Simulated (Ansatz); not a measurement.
# Si well of 16 atomic layers along [001] in random Si0.5Ge0.5, interfaces graded over 8 layers

Prepared with Tersoff's 1989 multicomponent potential (SiCGe.tersoff) (LAMMPS): minimisation. Geometry as solved with PBE, support functions at accuracy medium on the grid of 370 eV in Ansatz (a first-principles code).

```xyz
720
Lattice="16.85 0.00 0.00 0.00 16.85 0.00 0.00 0.00 55.26" Properties=species:S:1:pos:R:3 pbc="T T T"
Si     0.02     0.00    -0.01
Ge     1.43     1.39     1.37
Si     2.81     2.81    -0.02
Ge     4.18     4.19     1.43
Ge     2.81    -0.08     2.83
Ge     4.25     1.40     4.24
Ge     0.03     2.85     2.82
Si     1.43     4.25     4.21
Si     0.00    -0.05     5.61
Ge     1.34     1.41     7.03
Ge     2.80     2.85     5.63
Si     4.18     4.23     7.08
Ge     2.85     0.02     8.43
Si     4.24     1.40     9.83
Si    -0.03     2.85     8.43
Ge     1.39     4.25     9.82
Si     0.01     0.04    11.26
Si     1.37     1.41    12.64
Ge     2.81     2.77    11.23
Ge     4.23     4.22    12.67
Ge     2.81     0.02    14.05
Si     4.24     1.43    15.43
Si     0.02     2.83    14.00
Si     1.40     4.19    15.40
Si     0.03     0.00    16.81
Si     1.42     1.42    18.14
Si     2.82     2.81    16.77
Si     4.21     4.20    18.14
Si     2.81     0.02    19.50
Si     4.22     1.40    20.84
Si     0.01     2.81    19.49
Si     1.41     4.22    20.84
Si     0.00     0.00    22.18
Si     1.40     1.40    23.52
Si     2.81     2.81    22.18
Si     4.21     4.21    23.53
Si     2.81     0.01    24.87
Si     4.21     1.40    26.22
Si     0.00     2.80    24.87
Si     1.40     4.21    26.21
Si    -0.01     0.00    27.56
Si     1.37     1.43    28.89
Si     2.80     2.81    27.56
Si     4.21     4.21    28.90
Ge     2.81     0.00    30.26
Si     4.23     1.43    31.63
Si    -0.01     2.82    30.26
Si     1.41     4.21    31.61
Si    -0.01     0.01    32.97
Si     1.40     1.41    34.34
Si     2.80     2.80    32.97
Si     4.21     4.17    34.33
Si     2.80     0.02    35.70
Si     4.25     1.38    37.03
Si     0.00     2.80    35.70
Si     1.35     4.22    37.05
Ge    -0.06    -0.03    38.39
Ge     1.39     1.39    39.81
Ge     2.82     2.82    38.38
Ge     4.25     4.23    39.83
Ge     2.86    -0.01    41.19
Ge     4.27     1.46    42.61
Ge     0.00     2.80    41.27
Si     1.43     4.25    42.60
Si    -0.05     0.03    43.99
Ge     1.42     1.43    45.33
Si     2.83     2.88    43.98
Si     4.21     4.21    45.39
Ge     2.79    -0.01    46.80
Ge     4.22     1.45    48.23
Ge     0.04     2.86    46.80
Si     1.48     4.23    48.19
Si     0.04     0.00    49.58
Si     1.39     1.42    50.96
Si     2.79     2.84    49.62
Si     4.20     4.18    51.01
Ge     2.80     0.01    52.35
Ge     4.21     1.45    53.81
Si     0.04     2.76    52.39
Ge     1.40     4.17    53.82
Ge    -0.06     5.60    -0.02
Ge     1.40     7.01     1.41
Ge     2.87     8.42    -0.01
Si     4.25     9.81     1.43
Si     2.78     5.61     2.83
Ge     4.19     7.06     4.18
Ge    -0.03     8.46     2.84
Si     1.39     9.85     4.25
Ge    -0.02     5.59     5.63
Ge     1.45     7.04     7.04
Si     2.77     8.46     5.58
Ge     4.16     9.84     7.01
Si     2.85     5.63     8.45
Si     4.23     6.96     9.87
Si     0.02     8.41     8.43
Ge     1.42     9.81     9.80
Si    -0.01     5.61    11.28
Si     1.38     6.99    12.67
Ge     2.84     8.38    11.27
Si     4.22     9.86    12.64
Si     2.76     5.60    14.03
Ge     4.18     6.99    15.42
Si     0.05     8.38    14.07
Si     1.41     9.82    15.41
Si     0.01     5.58    16.78
Si     1.39     7.00    18.14
Si     2.76     8.42    16.79
Ge     4.21     9.83    18.14
Si     2.81     5.62    19.49
Si     4.21     7.01    20.84
Si     0.01     8.41    19.51
Si     1.40     9.81    20.86
Si     0.00     5.62    22.18
Si     1.40     7.02    23.53
Si     2.81     8.42    22.19
Si     4.21     9.82    23.54
Si     2.81     5.62    24.88
Si     4.21     7.02    26.22
Si     0.00     8.42    24.87
Si     1.40     9.83    26.22
Si    -0.01     5.61    27.56
Si     1.40     7.01    28.90
Si     2.80     8.42    27.56
Si     4.21     9.83    28.89
Si     2.80     5.60    30.24
Si     4.19     7.02    31.58
Si    -0.04     8.40    30.22
Ge     1.38     9.83    31.58
Si     0.01     5.64    32.92
Si     1.38     7.04    34.28
Si     2.80     8.40    32.94
Ge     4.20     9.85    34.30
Ge     2.79     5.62    35.68
Si     4.20     7.01    37.10
Si     0.00     8.43    35.67
Si     1.42     9.78    37.03
Si     0.01     5.65    38.41
Si     1.39     7.01    39.81
Si     2.79     8.40    38.44
Si     4.14     9.81    39.80
Si     2.77     5.62    41.19
Ge     4.20     6.99    42.62
Si     0.00     8.41    41.19
Si     1.41     9.79    42.55
Si     0.00     5.62    43.93
Ge     1.42     6.97    45.36
Si     2.78     8.42    43.96
Ge     4.23     9.78    45.36
Si     2.83     5.58    46.78
Ge     4.18     7.03    48.19
Ge    -0.05     8.38    46.77
Ge     1.38     9.78    48.22
Ge     0.06     5.64    49.58
Si     1.45     7.04    51.00
Si     2.80     8.43    49.64
Si     4.17     9.82    51.02
Ge     2.84     5.62    52.41
Si     4.23     7.01    53.84
Ge     0.02     8.39    52.41
Ge     1.43     9.86    53.83
Ge    -0.02    11.28     0.02
Si     1.40    12.68     1.41
Si     2.80    14.03     0.04
Si     4.20    15.37     1.41
Ge     2.79    11.21     2.78
Ge     4.20    12.69     4.20
Si     0.04    14.01     2.86
Si     1.38    15.40     4.26
Si     0.06    11.27     5.60
Si     1.43    12.65     7.00
Si     2.80    14.07     5.64
Si     4.20    15.46     6.98
Si     2.77    11.25     8.39
Ge     4.20    12.59     9.83
Ge     0.00    14.05     8.40
Ge     1.41    15.47     9.88
Ge     0.05    11.26    11.28
Si     1.46    12.61    12.71
Ge     2.83    14.03    11.31
Si     4.24    15.44    12.69
Si     2.83    11.20    14.05
Si     4.25    12.61    15.37
Ge     0.03    14.02    14.06
Si     1.40    15.47    15.45
Si     0.01    11.21    16.78
Si     1.38    12.61    18.16
Ge     2.83    14.02    16.78
Si     4.22    15.49    18.14
Si     2.77    11.24    19.53
Si     4.19    12.62    20.87
Si     0.00    14.04    19.49
Si     1.41    15.44    20.84
Si    -0.01    11.23    22.19
Si     1.40    12.64    23.53
Si     2.80    14.05    22.20
Si     4.21    15.45    23.53
Si     2.81    11.23    24.87
Si     4.21    12.63    26.22
Si     0.00    14.04    24.88
Si     1.40    15.45    26.22
Si     0.00    11.23    27.56
Si     1.40    12.65    28.90
Si     2.81    14.04    27.55
Si     4.24    15.42    28.88
Si     2.83    11.26    30.22
Si     4.21    12.66    31.59
Si    -0.01    14.03    30.27
Si     1.37    15.42    31.64
Si    -0.04    11.24    32.98
Si     1.40    12.60    34.31
Si     2.78    14.00    32.95
Ge     4.21    15.44    34.32
Si     2.77    11.23    35.69
Si     4.21    12.62    37.00
Ge    -0.02    14.04    35.68
Si     1.42    15.46    37.04
Ge     0.00    11.20    38.42
Si     1.42    12.60    39.81
Ge     2.84    14.03    38.43
Si     4.28    15.45    39.80
Si     2.77    11.19    41.17
Ge     4.20    12.63    42.52
Ge    -0.03    14.00    41.16
Ge     1.35    15.47    42.59
Ge    -0.04    11.19    43.96
Ge     1.35    12.64    45.43
Ge     2.79    14.04    43.99
Ge     4.26    15.47    45.36
Ge     2.81    11.21    46.81
Ge     4.21    12.67    48.22
Si    -0.04    14.08    46.82
Si     1.37    15.43    48.20
Ge    -0.02    11.29    49.58
Ge     1.47    12.66    51.00
Si     2.80    14.11    49.58
Si     4.20    15.46    50.94
Si     2.83    11.21    52.40
Ge     4.16    12.63    53.84
Ge    -0.01    14.00    52.45
Ge     1.42    15.44    53.87
Ge     5.56    -0.03     0.01
Ge     7.00     1.40     1.41
Ge     8.43     2.79    -0.05
Ge     9.83     4.24     1.42
Ge     8.47    -0.01     2.82
Si     9.83     1.43     4.22
Si     5.62     2.80     2.82
Ge     7.03     4.19     4.22
Si     5.62     0.00     5.67
Si     7.02     1.40     7.00
Si     8.42     2.75     5.61
Ge     9.84     4.14     7.03
Ge     8.45     0.04     8.42
Si     9.84     1.45     9.87
Ge     5.64     2.82     8.44
Si     7.03     4.20     9.90
Ge     5.61     0.03    11.29
Si     7.02     1.46    12.66
Si     8.41     2.80    11.25
Si     9.78     4.18    12.61
Ge     8.39     0.02    14.06
Si     9.82     1.40    15.46
Si     5.64     2.81    14.07
Si     7.01     4.18    15.45
Si     5.62     0.01    16.78
Si     7.02     1.40    18.14
Si     8.42     2.81    16.80
Si     9.82     4.20    18.15
Si     8.43     0.01    19.50
Si     9.83     1.41    20.84
Si     5.61     2.80    19.49
Si     7.02     4.21    20.83
Si     5.62     0.01    22.19
Si     7.02     1.41    23.54
Si     8.42     2.81    22.18
Si     9.83     4.21    23.53
Si     8.43     0.00    24.87
Si     9.83     1.40    26.22
Si     5.62     2.81    24.88
Si     7.02     4.21    26.22
Si     5.62     0.00    27.55
Si     7.02     1.40    28.90
Si     8.42     2.81    27.56
Si     9.83     4.21    28.90
Si     8.43     0.00    30.25
Si     9.83     1.40    31.61
Si     5.62     2.81    30.25
Si     7.06     4.18    31.57
Si     5.64     0.03    32.94
Si     7.02     1.43    34.29
Si     8.44     2.81    32.95
Si     9.83     4.21    34.31
Ge     8.42    -0.01    35.67
Si     9.81     1.45    37.04
Si     5.63     2.79    35.67
Si     7.01     4.20    37.04
Si     5.63     0.01    38.43
Si     7.03     1.40    39.80
Si     8.39     2.79    38.40
Ge     9.81     4.20    39.80
Si     8.40    -0.02    41.18
Ge     9.83     1.41    42.57
Si     5.70     2.82    41.20
Si     7.03     4.22    42.60
Si     5.67     0.01    43.96
Ge     7.03     1.42    45.38
Si     8.42     2.84    43.97
Ge     9.83     4.22    45.39
Si     8.45     0.06    46.81
Si     9.86     1.41    48.15
Si     5.58     2.83    46.74
Ge     7.02     4.23    48.10
Si     5.60     0.00    49.61
Ge     6.98     1.41    51.01
Ge     8.43     2.79    49.54
Ge     9.82     4.24    50.99
Ge     8.46     0.00    52.44
Si     9.86     1.37    53.86
Si     5.60     2.84    52.38
Ge     7.03     4.24    53.77
Ge     5.62     5.64     0.01
Si     7.01     7.01     1.46
Ge     8.41     8.36     0.00
Ge     9.78     9.85     1.41
Si     8.41     5.64     2.82
Si     9.81     6.97     4.22
Si     5.64     8.44     2.79
Si     7.02     9.82     4.15
Ge     5.57     5.60     5.65
Ge     7.01     7.03     7.05
Ge     8.41     8.42     5.57
Ge     9.84     9.80     7.05
Ge     8.43     5.58     8.48
Si     9.84     7.01     9.83
Ge     5.57     8.44     8.50
Si     6.97     9.84     9.89
Si     5.64     5.60    11.24
Si     7.00     6.99    12.61
Ge     8.40     8.40    11.21
Ge     9.83     9.86    12.62
Ge     8.40     5.59    14.03
Si     9.79     7.01    15.46
Ge     5.63     8.44    14.01
Si     7.03     9.82    15.44
Si     5.63     5.58    16.80
Si     7.02     7.00    18.14
Si     8.41     8.42    16.80
Si     9.81     9.82    18.15
Si     8.43     5.61    19.49
Si     9.82     7.02    20.84
Si     5.63     8.39    19.51
Si     7.02     9.82    20.84
Si     5.61     5.61    22.19
Si     7.02     7.02    23.53
Si     8.42     8.42    22.19
Si     9.83     9.83    23.53
Si     8.42     5.62    24.87
Si     9.83     7.02    26.22
Si     5.62     8.42    24.88
Si     7.03     9.83    26.22
Si     5.62     5.61    27.56
Si     7.02     7.02    28.91
Si     8.43     8.42    27.57
Si     9.84     9.82    28.91
Si     8.44     5.62    30.25
Si     9.85     7.01    31.61
Si     5.59     8.41    30.24
Ge     7.04     9.83    31.62
Ge     5.63     5.60    32.95
Si     7.08     6.99    34.34
Si     8.47     8.40    33.00
Si     9.88     9.81    34.31
Si     8.44     5.59    35.69
Si     9.84     7.02    37.02
Ge     5.65     8.39    35.72
Si     7.06     9.80    37.09
Si     5.63     5.61    38.39
Ge     7.06     7.00    39.77
Si     8.47     8.42    38.39
Ge     9.85     9.85    39.80
Si     8.40     5.58    41.22
Ge     9.85     6.98    42.56
Ge     5.61     8.45    41.18
Si     7.05     9.84    42.55
Si     5.63     5.57    44.01
Si     6.99     6.97    45.39
Ge     8.38     8.39    43.98
Ge     9.86     9.82    45.38
Si     8.44     5.68    46.76
Si     9.83     7.02    48.17
Si     5.62     8.36    46.76
Ge     7.01     9.76    48.17
Ge     5.61     5.58    49.61
Ge     7.08     7.03    51.00
Si     8.49     8.42    49.57
Si     9.83     9.82    50.96
Si     8.46     5.65    52.42
Si     9.83     6.98    53.84
Ge     5.57     8.42    52.41
Ge     7.02     9.83    53.83
Ge     5.62    11.26     0.05
Si     7.02    12.65     1.46
Ge     8.45    14.00     0.02
Si     9.87    15.44     1.39
Si     8.36    11.24     2.81
Ge     9.79    12.66     4.19
Si     5.62    14.05     2.78
Ge     7.00    15.44     4.24
Ge     5.65    11.22     5.58
Ge     7.07    12.65     7.01
Si     8.44    14.07     5.63
Si     9.80    15.44     7.01
Ge     8.42    11.21     8.52
Si     9.82    12.64     9.89
Ge     5.59    14.06     8.40
Ge     7.04    15.44     9.86
Si     5.62    11.23    11.28
Si     6.98    12.67    12.62
Si     8.42    14.00    11.25
Ge     9.84    15.44    12.62
Ge     8.39    11.28    14.06
Si     9.84    12.68    15.43
Si     5.62    14.04    14.03
Si     6.98    15.42    15.43
Si     5.64    11.24    16.75
Si     7.06    12.62    18.10
Si     8.43    14.06    16.78
Si     9.82    15.45    18.15
Si     8.42    11.22    19.49
Si     9.82    12.64    20.84
Ge     5.63    14.04    19.49
Si     7.05    15.47    20.87
Si     5.61    11.22    22.19
Si     7.02    12.63    23.53
Si     8.43    14.04    22.20
Si     9.84    15.44    23.54
Si     8.43    11.23    24.87
Si     9.83    12.63    26.22
Si     5.62    14.04    24.87
Si     7.03    15.44    26.21
Si     5.62    11.23    27.56
Si     7.03    12.64    28.91
Si     8.43    14.04    27.56
Si     9.83    15.44    28.91
Si     8.46    11.25    30.23
Si     9.84    12.64    31.61
Si     5.63    14.05    30.25
Si     7.03    15.45    31.60
Si     5.62    11.29    32.96
Si     7.02    12.67    34.31
Si     8.43    14.04    32.94
Si     9.85    15.42    34.29
Ge     8.44    11.24    35.69
Si     9.86    12.67    37.06
Si     5.64    14.03    35.71
Si     7.02    15.42    37.09
Ge     5.59    11.20    38.42
Ge     7.04    12.66    39.83
Si     8.47    14.06    38.42
Si     9.80    15.44    39.84
Si     8.42    11.22    41.20
Ge     9.84    12.64    42.58
Si     5.63    14.09    41.19
Si     7.02    15.46    42.58
Ge     5.67    11.24    43.96
Si     7.06    12.67    45.34
Si     8.40    14.07    43.96
Ge     9.79    15.48    45.36
Ge     8.41    11.26    46.77
Ge     9.81    12.62    48.27
Ge     5.68    14.04    46.77
Ge     7.07    15.49    48.23
Ge     5.62    11.21    49.65
Si     7.03    12.65    51.00
Si     8.41    14.05    49.66
Si     9.79    15.43    51.00
Ge     8.45    11.25    52.38
Si     9.84    12.62    53.83
Ge     5.58    14.04    52.36
Ge     7.01    15.42    53.84
Si    11.21     0.02     0.02
Si    12.57     1.40     1.41
Ge    14.03     2.79     0.05
Si    15.44     4.20     1.42
Ge    14.01     0.01     2.77
Ge    15.45     1.39     4.24
Si    11.21     2.78     2.81
Ge    12.59     4.20     4.22
Ge    11.21     0.03     5.65
Si    12.60     1.40     7.08
Ge    14.01     2.80     5.70
Si    15.43     4.21     7.07
Ge    14.06     0.00     8.41
Ge    15.46     1.46     9.87
Si    11.26     2.78     8.48
Si    12.66     4.17     9.82
Si    11.21     0.06    11.23
Si    12.61     1.43    12.59
Si    14.02     2.84    11.27
Si    15.45     4.20    12.63
Ge    13.98     0.02    14.02
Ge    15.46     1.44    15.43
Ge    11.20     2.79    14.01
Ge    12.65     4.24    15.43
Si    11.22     0.00    16.79
Si    12.63     1.39    18.15
Si    14.04     2.81    16.84
Si    15.45     4.22    18.15
Si    14.04     0.01    19.51
Si    15.45     1.41    20.84
Si    11.23     2.80    19.49
Si    12.64     4.20    20.84
Si    11.23     0.00    22.19
Si    12.63     1.40    23.53
Si    14.04     2.81    22.19
Si    15.44     4.21    23.53
Si    14.04     0.00    24.87
Si    15.44     1.40    26.22
Si    11.23     2.81    24.87
Si    12.64     4.21    26.22
Si    11.24     0.00    27.57
Si    12.64     1.41    28.92
Si    14.04     2.81    27.57
Si    15.43     4.22    28.91
Si    14.04     0.00    30.26
Si    15.44     1.40    31.61
Si    11.23     2.81    30.26
Si    12.62     4.21    31.61
Si    11.23    -0.01    32.95
Si    12.61     1.40    34.30
Si    14.00     2.79    32.94
Ge    15.44     4.22    34.31
Si    14.03     0.04    35.64
Si    15.40     1.42    37.02
Si    11.21     2.80    35.65
Ge    12.62     4.23    37.04
Ge    11.20     0.05    38.46
Si    12.65     1.46    39.82
Si    14.03     2.79    38.41
Ge    15.45     4.22    39.79
Ge    14.03     0.00    41.19
Si    15.40     1.39    42.64
Si    11.27     2.83    41.19
Si    12.62     4.19    42.62
Si    11.25     0.01    43.97
Si    12.60     1.42    45.35
Si    13.99     2.78    43.97
Ge    15.43     4.21    45.33
Ge    14.04     0.01    46.72
Ge    15.46     1.40    48.20
Si    11.24     2.78    46.78
Si    12.57     4.19    48.17
Ge    11.20     0.00    49.61
Si    12.61     1.40    51.00
Ge    13.98     2.81    49.60
Ge    15.48     4.19    51.03
Ge    14.02     0.02    52.38
Ge    15.48     1.39    53.83
Ge    11.22     2.78    52.43
Ge    12.62     4.23    53.86
Si    11.20     5.63    -0.03
Ge    12.62     7.02     1.35
Ge    14.06     8.48    -0.04
Si    15.43     9.87     1.42
Ge    14.05     5.61     2.80
Si    15.44     7.00     4.22
Ge    11.20     8.41     2.84
Ge    12.68     9.84     4.21
Si    11.18     5.60     5.61
Ge    12.61     6.96     7.06
Ge    14.07     8.38     5.63
Ge    15.52     9.84     7.01
Si    14.03     5.54     8.44
Ge    15.46     6.98     9.81
Si    11.21     8.37     8.46
Ge    12.57     9.83     9.84
Ge    11.22     5.56    11.21
Ge    12.66     6.95    12.67
Ge    14.03     8.41    11.24
Ge    15.48     9.79    12.68
Si    14.12     5.59    14.04
Si    15.50     6.98    15.40
Ge    11.20     8.39    14.06
Ge    12.61     9.86    15.46
Si    11.20     5.63    16.81
Si    12.61     6.99    18.18
Ge    14.07     8.38    16.81
Si    15.48     9.84    18.17
Si    14.04     5.61    19.51
Si    15.44     7.02    20.85
Si    11.23     8.43    19.50
Si    12.64     9.83    20.84
Si    11.23     5.61    22.18
Si    12.63     7.02    23.53
Si    14.03     8.42    22.19
Si    15.44     9.83    23.53
Si    14.04     5.62    24.87
Si    15.44     7.02    26.22
Si    11.23     8.42    24.87
Si    12.63     9.83    26.21
Si    11.23     5.62    27.56
Si    12.63     7.02    28.91
Si    14.03     8.42    27.56
Si    15.43     9.83    28.90
Si    14.03     5.62    30.26
Si    15.43     7.02    31.60
Si    11.24     8.42    30.26
Si    12.64     9.83    31.61
Si    11.24     5.62    32.98
Si    12.64     7.04    34.32
Si    14.04     8.43    32.96
Si    15.43     9.83    34.33
Si    14.05     5.67    35.69
Si    15.46     7.05    37.05
Si    11.26     8.43    35.69
Si    12.65     9.85    37.06
Si    11.19     5.65    38.41
Ge    12.62     7.06    39.78
Si    14.07     8.45    38.40
Si    15.44     9.78    39.82
Ge    14.03     5.63    41.24
Si    15.47     7.05    42.60
Si    11.25     8.45    41.22
Si    12.63     9.79    42.60
Si    11.26     5.58    43.97
Ge    12.62     7.04    45.36
Si    14.05     8.43    43.96
Si    15.41     9.79    45.36
Ge    14.01     5.60    46.81
Si    15.43     7.00    48.20
Si    11.22     8.42    46.81
Si    12.59     9.81    48.18
Si    11.20     5.59    49.52
Ge    12.59     6.98    50.96
Ge    14.02     8.43    49.55
Ge    15.41     9.85    51.03
Ge    14.05     5.64    52.44
Si    15.44     7.04    53.83
Ge    11.20     8.42    52.42
Si    12.64     9.84    53.79
Ge    11.24    11.22    -0.04
Ge    12.65    12.63     1.44
Ge    14.07    14.03    -0.03
Ge    15.52    15.43     1.41
Si    14.10    11.24     2.82
Si    15.50    12.60     4.20
Si    11.20    14.05     2.78
Ge    12.61    15.42     4.20
Ge    11.25    11.27     5.64
Si    12.64    12.66     7.03
Ge    14.08    14.01     5.62
Si    15.47    15.46     6.99
Ge    14.02    11.23     8.41
Ge    15.41    12.66     9.87
Ge    11.18    14.03     8.42
Ge    12.61    15.46     9.86
Si    11.23    11.30    11.25
Si    12.62    12.67    12.63
Si    13.99    14.04    11.26
Ge    15.44    15.44    12.61
Ge    14.04    11.28    14.03
Si    15.47    12.63    15.45
Si    11.24    14.03    14.04
Si    12.58    15.45    15.41
Si    11.18    11.27    16.82
Si    12.60    12.62    18.18
Ge    14.03    14.05    16.80
Si    15.46    15.48    18.17
Si    14.04    11.23    19.50
Si    15.44    12.64    20.84
Si    11.22    14.05    19.50
Si    12.63    15.45    20.84
Si    11.23    11.23    22.18
Si    12.63    12.64    23.53
Si    14.04    14.04    22.19
Si    15.44    15.44    23.53
Si    14.04    11.23    24.88
Si    15.44    12.64    26.22
Si    11.24    14.04    24.88
Si    12.64    15.44    26.22
Si    11.24    11.23    27.56
Si    12.63    12.63    28.91
Si    14.04    14.04    27.57
Si    15.44    15.44    28.91
Si    14.04    11.23    30.26
Si    15.42    12.64    31.61
Si    11.23    14.04    30.26
Si    12.63    15.44    31.60
Si    11.24    11.23    32.95
Si    12.64    12.63    34.31
Si    14.02    14.05    32.96
Si    15.41    15.47    34.29
Si    14.02    11.23    35.68
Si    15.40    12.62    37.06
Si    11.22    14.02    35.65
Ge    12.64    15.44    37.03
Si    11.26    11.27    38.41
Si    12.61    12.66    39.79
Si    14.02    14.00    38.43
Si    15.39    15.39    39.78
Ge    14.00    11.21    41.18
Si    15.42    12.61    42.56
Si    11.24    14.07    41.18
Si    12.59    15.46    42.58
Si    11.25    11.19    43.95
Ge    12.62    12.61    45.35
Ge    14.06    14.07    43.95
Si    15.48    15.45    45.37
Ge    14.05    11.20    46.80
Si    15.43    12.67    48.17
Ge    11.20    14.03    46.78
Ge    12.66    15.42    48.20
Si    11.24    11.17    49.60
Ge    12.66    12.60    50.99
Si    14.06    14.00    49.57
Ge    15.46    15.43    50.96
Si    14.02    11.22    52.45
Si    15.40    12.59    53.81
Ge    11.19    14.04    52.41
Ge    12.61    15.48    53.86
```
